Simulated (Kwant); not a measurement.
Kwant, Hückel tight-binding model, one pz orbital an atom, one spin, coherent transport at 0 K. Conductance is in e²/h.

System: π system C1=CC2=CC=CC2=C1 between two chain leads. The π system is taken as planar. Atoms are numbered from 0 in the order of the SMILES. Site energies (eV, carbon 0): [0.0, 0.0, 0.0, 0.0, 0.0, 0.0, 0.0, 0.0]. Bonds (i, j, β in eV): (0,1,-2.4) (1,2,-2.4) (2,3,-2.4) (3,4,-2.4) (4,5,-2.4) (5,6,-2.4) (6,7,-2.4) (7,0,-2.4) (6,2,-2.4). Leads: chains of hopping −3.6 eV, joined by −1.2 eV to atoms 1 and 5.

Site energies and bond integrals are typed Hückel values.

Sweep values stay those of the base run.

One input was changed, with this effect: transmission at E = 0 1.00 → 0.027.

Which change was it?
A) contacts moved from atoms [1, 5] to [0, 1]
B) contacts moved from atoms [1, 5] to [0, 4]
C) contacts moved from atoms [1, 5] to [3, 7]
D) contacts moved from atoms [1, 5] to [1, 3]
E) contacts moved from atoms [1, 5] to [0, 7]
F) contacts moved from atoms [1, 5] to [0, 5]

B, contacts moved from atoms [1, 5] to [0, 4]
